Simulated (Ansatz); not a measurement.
Input and output of a self-consistent single point for Ta₂H (P2, 3 atoms in the cell) (Ansatz, a program for electronic structure)

Computed with LDA (PW92), default PAW files made with PBE (plane waves; Ansatz).

This input was run:

Ansatz 0.2 input:
```yaml
crystal:
  lattice:
    - [1.72909700, -2.38332700, 0.00000000]
    - [1.72909700, 2.38332700, 0.00000000]
    - [0.00000000, 0.00000000, 4.78236300]
  atoms:
    - { symbol: Ta, position: [0.00000000, 0.50000000, 0.27502500] }
    - { symbol: Ta, position: [0.50000000, 0.00000000, 0.73543000] }
    - { symbol: H, position: [0.00000000, 0.00000000, 0.00000000] }
basis:
  ecutwfc: 420.0
kpoints:
  mp_grid:
    grid: [12, 12, 7]
hamiltonian:
  xc: lda
  pseudopotentials:
    kind: paw
scf:
  occupations:
    method: fermi_dirac
    width: 0.1
output:
  forces: true
  eigenvalues: true
  stress: true
```

Log, with long lists cut:

```
WARN ansatz: RAYON_NUM_THREADS=1 ignored (pool sized by the plan → 1); use --threads N
Pseudopotentials: kind: paw
Pseudopotential: Ta, paw, valence charge 13
Pseudopotential: H, paw, valence charge 1
Crystal: 3 atoms, lattice volume = 39.416 Å³
Basis set: ecut = 420 eV, 761 PW (Γ)
Bands: 18, of which v1, the nominal top of the filled ones, is band 14 counted from 1 (13 counted from 0)
Symmetry: 2 space group operations
Space group: P2 (ITA 3), of the structure as read, at distance tolerance 3.4e-5 Å
k-points: 296 of 1008 (time reversal used)
PAW frozen core: Ta, regenerated for the run's functional, and the local potential with it
Initial density: superposition of atomic densities (neutral atoms: chi_scale 0, normalization atom), corrected by the library's trained network
Initial wavefunctions: pseudopotential atomic-orbital guess
Eigensolver: davidson
Functional: x = slater, c = lda
SCF iter   1: F=—  HF=-19381.359108 eV  |F-HF|=—  |Δ(HF+E_count)|=         —  Δρ=6.48e-3  dr2=1.58e-2  ethr=1.77e-3  ⟨swp⟩=5.4  Hψ=23430  notcnv=0
all-band conjugate gradients solve this SCF's bands
preconditioner: auto → none
SCF iter   2: F=—  HF=-19381.356040 eV  |F-HF|=—  |Δ(HF+E_count)|=   3.07e-3  Δρ=3.76e-3  dr2=5.76e-3  ethr=5.85e-5  ⟨swp⟩=1.4  Hψ=8058  notcnv=0  defer=1
SCF iter   3: F=—  HF=-19381.354371 eV  |F-HF|=—  |Δ(HF+E_count)|=   1.67e-3  Δρ=4.44e-4  dr2=3.88e-5  ethr=2.13e-5  ⟨swp⟩=2.0  Hψ=6994  notcnv=0  defer=1
SCF iter   4: F=—  HF=-19381.354353 eV  |F-HF|=—  |Δ(HF+E_count)|=   1.80e-5  Δρ=1.01e-4  dr2=2.69e-6  ethr=1.44e-7  ⟨swp⟩=2.0  Hψ=9254  notcnv=0  defer=1
SCF iter   5: F=—  HF=-19381.354353 eV  |F-HF|=—  |Δ(HF+E_count)|=   1.68e-7  Δρ=4.02e-5  dr2=2.96e-6  ethr=9.97e-9  ⟨swp⟩=2.2  Hψ=8482  notcnv=0  defer=1
SCF iter   6: F=-19381.354352 eV  HF=-19381.354352 eV  |F-HF|=5.89e-8  |Δ(HF+E_count)|=   7.40e-7  Δρ=9.58e-6  dr2=6.76e-8  ethr=3.70e-10  ⟨swp⟩=3.5  Hψ=21538  notcnv=0
SCF 1 converged in 6 iterations: F = -19381.354352 eV  dr2 = 6.76e-8
SCF converged after 6 iterations
Free energy (F): -19381.354352 eV
Harris-Foulkes:  -19381.354352 eV  (|F-HF|=5.89e-8)
Internal energy: -19381.306423 eV  (E = F + TS)
E sigma→0 (E₀):  -19381.330388 eV
Entropy (-TS):   -0.047929 eV (-15.976 meV/atom)
Fermi energy:    17.084117 eV
--- Per-component energies (eV) ---
  E_band       = -245.881728
  E_kinetic    = 745.585454
  E_local      = -1189.635330  (includes V_loc(G=0)·N_el)
  E_nonlocal   = 41.457350
  E_hartree    = 406.566922
  E_xc         = -442.606771
  E_vxc        = -419.827144  (∫ρ·V_xc dr)
  E_paw        = -16298.072400  (= ΣΔE_a)
  E_vpaw       = -236.595872  (= ΣTr[D̂ρ^β])
  E_aug_tail   = -0.001000  (compensation charges beyond the density's cutoff)
  E_ewald      = -2645.118453
  E_core_change = 0.517806  (= ΣΔE_core)
  E_smearing   = -0.047929  (= −TS)
  E_closure    = -0.000000  (closes the sum)
  Σ components = -19381.354352   (vs F -19381.354352, Δ=0.00e0)
--- Forces (eV/Å), atoms counted from 1 ---
  atom   1  Ta     0.00000000     0.00000000    -0.46386249
  atom   2  Ta    -0.00000000     0.00000000     0.29680317
  atom   3  H     -0.00000000    -0.00000000     0.16706589
  max |Σ_I F_I| component: 6.57e-6 eV/Å
--- Stress (GPa, compression-positive) ---
      -11.810644      -0.463448       0.000000
       -0.463448     -11.192110       0.000000
        0.000000       0.000000     -10.067643
  P = ⅓ Tr σ = -11.0235 GPa (-110.235 kbar)
  The stress holds the Pulay correction. Without it, at fixed plane waves, as pw.x and ABINIT print it: P = -11.1118 GPa
--- Band table (eV; the first three rows and the last of 296) ---
  k-point 0: bands = ["-50.3194", "-50.2222", "-17.3480", "-16.6986", "-16.4037", "-16.3823", "-16.3751", "-16.3301", "7.5598", "12.7095", "14.0731", "16.3701", "17.2281", "17.3335", "17.9830", "19.9565", "20.5159", "20.7408"]
  k-point 1: bands = ["-50.3162", "-50.2255", "-17.3080", "-16.6866", "-16.4284", "-16.4048", "-16.3762", "-16.3408", "7.7366", "12.5466", "14.1824", "16.1011", "17.2233", "17.4231", "17.9898", "19.9709", "20.4633", "20.6429"]
  k-point 2: bands = ["-50.3080", "-50.2339", "-17.1983", "-16.6553", "-16.5520", "-16.4129", "-16.3801", "-16.3620", "8.2132", "12.0264", "14.4786", "15.7809", "16.8561", "17.9138", "17.9894", "20.0243", "20.1033", "20.5967"]
  k-point 295: bands = ["-50.2229", "-50.1775", "-17.2256", "-17.0938", "-16.9663", "-16.8700", "-16.7452", "-16.5876", "10.8427", "14.0094", "14.1272", "15.0419", "16.7490", "17.8813", "17.9755", "18.8799", "22.7540", "23.1887"]
```

The run converged in 6 iterations.

The starting cell comes from a database of computed structures (which also holds hypothetical and non-ambient phases and stackings), without a prior relaxation at this level. Its lattice was rescaled by up to half a per cent. One atom was moved a little off its site on purpose. Spin-orbit coupling is off. Spin polarisation is off. With a pressure of about -11 GPa the cell is away from its equilibrium volume at this level. Ansatz's pressure includes its estimate of the finite-basis (Pulay) stress.
